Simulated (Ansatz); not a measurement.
## CuZn: energy against volume

CuZn (CsCl type, Pm-3m, 12.299 Å³/atom and stress up to 0.01 GPa in the relaxed cell, cube axes along x, y and z) under hydrostatic pressure, with the cell free. PBEsol in Ansatz, a plane-wave DFT program (PAW, default set), 420 eV, 16×16×16 Γ-centred mesh, Fermi-Dirac smearing 0.05 eV; ions are relaxed, or left where forces stay under 0.02 eV/Å, within the symmetry of each cell.

Here V stands for volume and E for E less E0.

```csv
volume (Å³/atom),E less E0 (meV/atom),pressure (GPa)
12.4866,1.20,-2.00
12.3906,0.29,-1.00
12.2993,0.00,0.00
12.2195,0.21,0.91
12.1182,1.15,2.11
11.9304,5.00,4.50
11.6178,18.04,9.00
11.2631,?,?
```

Question: Using the third-order Birch-Murnaghan form, a cubic in V^(-2/3), estimate the missing E at V = 11.2631 from the other rows, showing the fit.

Answer: With u = V^(-2/3) - 0.1892, the rows have u = -0.0034036, -0.0024452, -0.0015221, -0.0007059, 0.0003431, 0.0023270, 0.0057474. Least squares gives E = 0.764 + 1022.3·u + 340720·u² + 770756·u³. Residuals (row less fit): -0.001, 0.000, 0.005, -0.002, -0.005, 0.002, -0.001; standard error 0.005 (degrees of freedom: 3). Its minimum lies at u = -0.0015079, so V0 = (0.1876921)^(-3/2) = 12.30. There d²E/du² = 674500 and d³E/du³ = 4625000, so B0 = (4/9) × 12.30^(-7/3) × 674500 × 0.160218 = 138 GPa (the last factor turns the table's units into GPa), and B0' = 4 + (2/3) × 0.1876921 × (4625000)/674500 = 4.9. B0' rests on the cubic coefficient alone and has a standard error of 0.1 from these residuals. At the withheld row, u = 0.0098191, so E = 0.764 + 1022.3 × 0.0098191 + 340720 × 0.0098191² + 770756 × 0.0098191³ = 44.382 meV/atom. The calculation gives 44.38 meV/atom, which the fit meets to the printed digits. The row lies outside the fitted rows, so this is an extrapolation. The scatter of the fitted rows lies at the last printed digit.

In a metal these values are sensitive to mesh and smearing; energies are taken to zero smearing, stresses follow the free energy. Other structures, which can take over under pressure, weren't tried. The same form fitted to the pressure column gives B0' = 4.9; series where the two differ by over 0.4 aren't shown. Rows are the converged runs of the series near zero and its far end, less any whose ions stayed unrelaxed beside relaxed ones; series whose fitted rows scatter by over a few per cent of the range, as at a crossing or softening among them, aren't shown in this form.
